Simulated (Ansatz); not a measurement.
The starting structures come from a database of crystals and need not be the phases stable at ambient conditions.

Tunnelling through a barrier is set by its complex band structure: the current falls as exp(−2κd) with the smallest κ.

Here is the system:

```yaml
crystal:
  lattice:
    - [7.73509, 0.00000, 0.00000]
    - [2.51866, 7.31355, 0.00000]
    - [2.60821, -3.65677, 4.49163]
  atoms:
    - { symbol: In, position: [0.75000, 0.75000, 0.50000] }
    - { symbol: In, position: [0.50000, 0.50000, 0.00000] }
    - { symbol: Hg, position: [0.00000, 0.00000, 0.00000] }
    - { symbol: Te, position: [0.13738, 0.58888, 0.95698] }
    - { symbol: Te, position: [0.36810, 0.90564, 0.49452] }
    - { symbol: Te, position: [0.58888, 0.13738, 0.04302] }
    - { symbol: Te, position: [0.90564, 0.36810, 0.50548] }
```

Space group of this cell: I-4. The cell is taken as given.

Transport runs along the normal of the first two printed cell vectors, the (110) plane of the conventional cell.

The gap is the functional's own. No spin-orbit coupling. Mid-gap values are interpolated on the energy grid.

Question: Predict the band gap and the smallest decay constant κ at mid-gap from r2SCAN (Ansatz, a first-principles code).

Answer: Gap 0.97 eV on a 8×8×8 mesh; κ = 0.073 1/Å, at the zone centre.
